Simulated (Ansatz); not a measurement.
Consider BAs in the zinc blende structure (space group F-43m, No. 216; a = 4.784 Å).

All numbers come from r2SCAN/PAW in Ansatz (an electronic-structure program), spin-orbit coupling left out.

Before the change:

The shortest interatomic distance comes out as 2.071 Å and the density is 5.20 g/cm³. The valley order is a point along ⟨100⟩, about 1.0 Å⁻¹ from Γ 1.38 eV; L along ⟨111⟩ 2.94 eV and the width of the top valence band is 5.41 eV.

The change: a negative pressure, −2 GPa.

Task: How does this affect the shortest interatomic distance, density, valley order and width of the top valence band?

Result: The shortest interatomic distance goes up by 0.0101 Å to 2.082 Å; the density decreases by 0.075 g/cm³, from 5.20 g/cm³ to 5.13 g/cm³; the valley order (the lowest conduction-band minima on the path, energy above the VBM, named in the base's zone) becomes a point along ⟨100⟩, about 1.0 Å⁻¹ from Γ 1.39 eV; L along ⟨111⟩ 2.85 eV (base: a point along ⟨100⟩, about 1.0 Å⁻¹ from Γ 1.38 eV; L along ⟨111⟩ 2.94 eV); the width of the top valence band falls by 0.09 eV (5.41 eV → 5.32 eV).

The levels and masses belong to the bands next to the band gap. Load acts through the strain it causes; cell and atoms are relaxed under it. Whether these cells are dynamically stable was not tested.
